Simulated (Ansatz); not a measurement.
**GaSe, carrier doping**

Base system: GaSe (space group P6_3/mmc, No. 194; layered, stacked along the Cartesian z axis).

```yaml
crystal:
  lattice:
    - [3.76945, 0.00000, 0.00000]
    - [-1.88473, 3.26444, 0.00000]
    - [0.00000, 0.00000, 15.96132]
  atoms:
    - { symbol: Ga, position: [0.33333, 0.66667, 0.17345] }
    - { symbol: Ga, position: [0.66667, 0.33333, 0.67345] }
    - { symbol: Ga, position: [0.66667, 0.33333, 0.82655] }
    - { symbol: Ga, position: [0.33333, 0.66667, 0.32655] }
    - { symbol: Se, position: [0.33333, 0.66667, 0.59964] }
    - { symbol: Se, position: [0.66667, 0.33333, 0.09964] }
    - { symbol: Se, position: [0.66667, 0.33333, 0.40036] }
    - { symbol: Se, position: [0.33333, 0.66667, 0.90036] }
```

Carriers are added at fixed cell with a uniform background; the Fermi–Dirac width is that of 300 K.

Level of theory: plane-wave PAW DFT at the PBE-D3(BJ) level (Ansatz, an electronic-structure program, 420 eV), without spin-orbit coupling.

Notes on the quantities. Fermi level from band edge: Fermi level relative to the doped band's edge (positive inside the band; to 0.05 eV).

| case | gap between the host's bands | Fermi level from band edge | gap character | largest internal atomic displacement |
|---|---|---|---|---|
| undoped | 0.87 eV | – | direct at Γ | – |
| electrons 3.0×10^21 cm⁻³ | 0.87 eV | +0.65 eV | direct at Γ | 0.038 Å |
| electrons 5.0×10^21 cm⁻³ | 0.87 eV | [?] | – | [?] |
| electrons 1.0×10^22 cm⁻³ | 0.70 eV | +1.05 eV | indirect, Γ → M | 0.144 Å |
| holes 3.0×10^21 cm⁻³ | 0.85 eV | +0.85 eV | direct at Γ | 0.017 Å |
| holes 5.0×10^21 cm⁻³ | 0.83 eV | +1.05 eV | direct at Γ | 0.030 Å |
| holes 1.0×10^22 cm⁻³ | 0.70 eV | +1.40 eV | direct at Γ | 0.078 Å |

Question: Some entries are withheld; estimate them.

Answer: 
- electrons 5.0×10^21 cm⁻³, Fermi level from band edge: +0.75 eV
- electrons 5.0×10^21 cm⁻³, largest internal atomic displacement: 0.065 Å

Charged cell with a jellium background: band edges are those of the host's band count, energies are not comparable with the neutral cell, and many-body gap narrowing is missing. No phonon test of stability was made.
